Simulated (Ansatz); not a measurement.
Base system: Pt in the fcc (Cu type) structure (space group Fm-3m, No. 225; a = 3.894 Å).

The values are results of Kohn–Sham DFT with the LDA functional, run in Ansatz (a first-principles code) with PAW and 420 eV plane waves, no spin-orbit coupling, not measurements.

Base values:

The volume per atom is 14.76 Å³.

Perturbation: cell and atoms relaxed at a pressure of 2.1 GPa.

Q: What happens to the volume per atom?

A: The volume per atom decreases by 0.10 Å³ to 14.66 Å³.

Load acts through the strain it causes; cell and atoms are relaxed under it. No phonon test of stability was made. All final runs are without spin polarisation.
